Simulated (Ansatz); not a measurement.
The starting structures come from a database of crystals and need not be the phases stable at ambient conditions.

 Where the default PAW files enter, the runs use the earlier of Ansatz's two default sets.

Tunnelling through a barrier is set by its complex band structure: the current falls as exp(−2κd) with the smallest κ.

Input:

```yaml
crystal:
  lattice:
    - [6.73080, 0.00000, 0.00000]
    - [2.24360, 6.43081, 0.00000]
    - [3.36540, 0.00000, 1.94301]
  atoms:
    - { symbol: Ga, position: [0.56463, 0.30611, 0.00000] }
    - { symbol: Ga, position: [0.43537, 0.69389, 0.00000] }
    - { symbol: P, position: [0.94261, 0.17216, 0.00000] }
    - { symbol: P, position: [0.05739, 0.82784, 0.00000] }
```

Space group of this cell: R-3m. The cell is taken as given; by r2SCAN its mean pressure is -2.3 GPa.

Transport runs along the normal of the first two printed cell vectors, the (110) plane of the conventional cell.

The gap is the functional's own. No spin-orbit coupling. Mid-gap values are interpolated on the energy grid.

Q: State the band gap and the smallest decay constant κ at mid-gap according to r2SCAN run with Ansatz (a program for electronic structure).

A: Gap 1.07 eV on a 16×16×16 mesh; κ = 0.099 1/Å, at the zone centre.
